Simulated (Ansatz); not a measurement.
# Effect of x(Cu) = 0.25, 4 atoms, I4/mmm on Ni

The parent structure is Ni in the fcc (Cu type) structure (space group Fm-3m, No. 225; a = 3.463 Å; ferromagnetic).

The other end (x = 1) is Cu in the fcc (Cu type) structure (space group Fm-3m, No. 225): 11.32 Å³/atom, gap zero.

Modification: Cu replaces 25.0 % of the Ni, ordered in a cell of 4 atoms (starting symmetry I4/mmm) and fully relaxed.

Computed with Ansatz (a quantum-chemistry and plane-wave program), PBEsol, PAW, cutoff 420 eV, no SOC. Settings: 17×17×17 k-points, 0.05 eV Fermi–Dirac smearing, for the changed cell.

The volume per atom goes up by 0.20 Å³ (10.38 Å³ → 10.58 Å³) and the density goes up by 0.01 g/cm³ (9.39 g/cm³ → 9.40 g/cm³). The shortest interatomic distance increases by 0.0139 Å (2.449 Å → 2.462 Å) and the band gap remains zero. The magnetic state stays ferromagnetic and the largest site moment shrinks by 0.10 μB (0.65 μB → 0.55 μB). The mixing energy amounts to +0.03 eV/atom (to 0.01 eV only: unlike meshes or grids) and the deviation of the volume from the linear (Vegard-type) interpolation comes out as -0.3 %.

Final structure:

```
CELL_PARAMETERS angstrom
     -1.74525     1.74525     3.47435
      1.74525    -1.74525     3.47435
      1.74525     1.74525    -3.47435
ATOMIC_POSITIONS crystal
  Ni 0.75000 0.25000 0.50000
  Ni 0.25000 0.75000 0.50000
  Cu 0.00000 0.00000 0.00000
  Ni 0.50000 0.50000 0.00000
```

The magnetic state is the one reached from the starting moments; the real material's order can differ, and small cells can't hold many antiferromagnetic ones. Each cell is one ordered arrangement of few atoms, which overstates ordering effects compared with a random alloy. Whether these cells are dynamically stable was not tested. Spin-polarised in the final run: CuNi3 and base; the other runs are not.
